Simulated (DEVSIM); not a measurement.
System: abrupt GaAs n-p junction, at 300 K.

```csv
layer (left to right),material,thickness (μm),Nd (cm⁻³),Na (cm⁻³),τn (s),τp (s)
1,GaAs,0.170,2.6e15,-,1.6e-9,1.6e-9
2,GaAs,2.20,-,1.2e14,1.6e-9,1.6e-9
```

Left contact: ohmic. Right contact: ohmic. Voltage is applied to the left contact. Recombination: SRH at mid-gap. Mobility is μmin + (μ − μmin)/(1 + (N/Nref)^α).

The device is made up for the run: typed textbook-type constants, with dimensions and the other settings drawn at random. Values at 300 K.

| parameter | GaAs |
|---|---|
| gap (eV) | 1.424 |
| affinity (eV) | 4.07 |
| permittivity | 12.9 |
| Nc (cm⁻³) | 4.7e17 |
| Nv (cm⁻³) | 9e18 |
| μn (cm²/Vs) | 8500 |
| μp (cm²/Vs) | 400 |
| μn,min | 500 |
| μp,min | 20 |
| Nref,n | 6e16 |
| Nref,p | 1.5e17 |
| αn | 0.39 |
| αp | 0.38 |

DEVSIM, 1D drift-diffusion, Boltzmann statistics, complete ionisation; no tunnelling, impact ionisation, image-force lowering or self-heating.

Question: Tabulate band edges, carrier densities and field at -1.05 V on the left contact.

Answer: Energies count from the Fermi level of the right contact; mesh points crowd at the junctions.

| x (μm) | Ec (eV) | Ev (eV) | n (cm⁻³) | p (cm⁻³) | field (V/cm) |
|---|---|---|---|---|---|
| 0.000 | 1.184 | -0.240 | 2.6e15 | < 1e2 | 630 |
| 0.01414 | 1.185 | -0.239 | 2.5e15 | 3.5e12 | 640 |
| 0.03417 | 1.187 | -0.237 | 2.4e15 | 8.8e12 | 690 |
| 0.06538 | 1.189 | -0.235 | 2.1e15 | 1.8e13 | 850 |
| 0.1123 | 1.194 | -0.230 | 1.8e15 | 3.4e13 | 1300 |
| 0.1393 | 1.198 | -0.226 | 1.5e15 | 4.7e13 | 1700 |
| 0.1583 | 1.201 | -0.223 | 1.3e15 | 5.9e13 | 2000 |
| 0.1754 | 1.205 | -0.219 | 1.1e15 | 7.2e13 | 2100 |
| 0.1958 | 1.209 | -0.215 | 9.5e14 | 9.0e13 | 1800 |
| 0.2268 | 1.214 | -0.210 | 7.7e14 | 1.2e14 | 1500 |
| 0.2767 | 1.220 | -0.204 | 5.9e14 | 1.6e14 | 1000 |
| 0.3941 | 1.228 | -0.196 | 4.0e14 | 2.5e14 | 360 |
| 0.5468 | 1.230 | -0.194 | 3.0e14 | 3.1e14 | -24 |
| 0.7934 | 1.226 | -0.198 | 2.4e14 | 3.2e14 | -260 |
| 1.397 | 1.204 | -0.220 | 1.6e14 | 2.5e14 | -470 |
| 1.777 | 1.182 | -0.242 | 1.2e14 | 2.0e14 | -650 |
| 2.012 | 1.165 | -0.258 | 8.6e13 | 1.6e14 | -790 |
| 2.157 | 1.153 | -0.271 | 6.1e13 | 1.4e14 | -880 |
| 2.269 | 1.143 | -0.281 | 3.4e13 | 1.3e14 | -930 |
| 2.320 | 1.139 | -0.285 | 1.9e13 | 1.2e14 | -940 |
| 2.348 | 1.136 | -0.288 | 8.5e12 | 1.2e14 | -950 |
| 2.370 | 1.134 | -0.290 | < 1e2 | 1.2e14 | -950 |
